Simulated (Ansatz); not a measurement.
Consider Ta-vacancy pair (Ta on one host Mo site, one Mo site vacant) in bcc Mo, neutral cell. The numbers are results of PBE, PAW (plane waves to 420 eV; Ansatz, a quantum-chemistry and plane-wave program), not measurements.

Settings: 36 host sites, the relaxed PBE lattice, a 2×2×3 k-point mesh shifted by half a step, smearing 0.10 eV, spin-restricted, no image-charge correction. No zero-point or tunnelling terms. Spin-orbit coupling is left out. Forms of the defect that were not tried may lie lower.

Barriers: single points on a 3×3×5 k-point mesh shifted by half a step at the bands' geometries (they differ from the bands' own by up to 0.15 eV, and are uncertain by about as much).

Relaxed starting cell (atoms counted from 1):

```xyz
35
Lattice="9.4825 0.0000 0.0000 0.0000 9.4825 0.0000 0.0000 0.0000 6.3216" Properties=species:S:1:pos:R:3 pbc="T T T"
Ta     0.0396     0.0462     0.0608
Mo     0.0055     0.0121     3.1756
Mo    -0.0006     3.1640     0.0158
Mo     0.0057     3.1575     3.1526
Mo    -0.0012     6.3324     0.0125
Mo    -0.0035     6.3171     3.1768
Mo     3.1561     0.0063     0.0176
Mo     3.1530     0.0119     3.1538
Mo     3.1450     3.1513     0.0256
Mo     3.1478     3.1540     3.1542
Mo     3.1572     6.3179     0.0086
Mo     3.1550     6.3224     3.1749
Mo     6.3254     0.0055     0.0127
Mo     6.3110     0.0033     3.1768
Mo     6.3115     3.1643     0.0089
Mo     6.3160     3.1619     3.1759
Mo     6.3159     6.3225     0.0231
Mo     6.3221     6.3286     3.1690
Mo     1.5900     1.5963     4.7194
Mo     1.5682     4.7115     1.5875
Mo     1.5710     4.7277     4.7509
Mo     1.5970     7.8983     1.6093
Mo     1.5857     7.9048     4.7485
Mo     4.7036     1.5758     1.5883
Mo     4.7207     1.5784     4.7516
Mo     4.7319     4.7395     1.5847
Mo     4.7203     4.7272     4.7519
Mo     4.7385     7.9014     1.5942
Mo     4.7235     7.9137     4.7523
Mo     7.8906     1.6043     1.6098
Mo     7.8983     1.5931     4.7486
Mo     7.8935     4.7463     1.5935
Mo     7.9064     4.7304     4.7515
Mo     7.8879     7.8952     1.5997
Mo     7.8924     7.8992     4.7444
```

End state 1 differs by these moves (Å; atoms that move under 0.08 Å are left out):

| atom | element | Δx | Δy | Δz |
|---|---|---|---|---|
| 1 | Ta | 1.49 | 1.49 | 1.48 |

### Question
Predict the forward and backward barriers to end state 1 from PBE, PAW.

### Answer
forward 1.10 eV, backward 1.10 eV; at the saddle point atom 1 has neighbours 4 Mo at 2.71, 2 Mo at 2.75, 2 Mo at 3.39, 4 Mo at 3.40 Å. The saddle point's order was not checked, and it lies on a symmetry element of the cell, where a band can be held.

End state 2 differs by these moves (Å; atoms that move under 0.08 Å are left out):

```tsv
atom	element	Δx	Δy	Δz
8	Mo	-1.55	1.57	-1.54
```

### Question
What is the computed forward and backward barriers to end state 2 (PBE, PAW)?

### Answer
forward 1.19 eV, backward 1.20 eV; at the saddle point atom 8 has neighbours 3 Mo at 2.67, Mo at 2.72, Mo at 2.73, Mo at 2.75, Mo at 3.21, Mo at 3.23; Ta at 3.17 Å. The saddle point's order was not checked.
